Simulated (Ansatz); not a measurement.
The reference is C in the diamond structure (space group Fd-3m, No. 227; a = 3.560 Å).

Method: r2SCAN (Ansatz, a program for electronic structure, PAW, scalar-relativistic without spin-orbit coupling).

For the base:

The smallest direct gap comes out as 5.90 eV and the band gap is 4.36 eV. The pressure is 0.01 GPa.

It is then changed as follows: an isotropic linear strain of +2.00 %; the atoms relax in the strained cell.

Problem. How does this affect the smallest direct gap?

Solution. The smallest direct gap shrinks by 0.17 eV to 5.73 eV.

Problem. What does the calculation give for the band gap after the change?

Solution. The band gap shrinks by 0.137 eV to 4.23 eV.

Problem. What happens to the pressure?

Solution. The pressure decreases by 24.00 GPa to -23.99 GPa.

Whether these cells are dynamically stable was not tested.
